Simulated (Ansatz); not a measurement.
**La2O3: pressure series**

The reference is La$_{2}$O$_{3}$ (space group P-3m1, No. 164; a = 3.940 Å, c = 6.188 Å).

Cell and atoms are relaxed at each pressure.

Method: PBE (Ansatz, a quantum-chemistry and plane-wave program, PAW, without spin-orbit coupling).

Candidates:
(a) pressure 30 GPa
(b) pressure 100 GPa
(c) pressure 75 GPa
(d) pressure 15 GPa
(e) pressure −1 GPa

Before the change:

```
Item                             Value
-----------------------------  -------
Width of the top valence band  0.36 eV
```

### Question
Order them by width of the top valence band, highest first.

### Answer
(b) pressure 100 GPa (0.71 eV), (c) pressure 75 GPa (0.64 eV), (a) pressure 30 GPa (0.56 eV), (d) pressure 15 GPa (0.49 eV), (e) pressure −1 GPa (0.36 eV)

The levels and masses belong to the bands next to the band gap. Load acts through the strain it causes; cell and atoms are relaxed under it. Stability against distortions was not tested. Competing high-pressure phases were not computed.
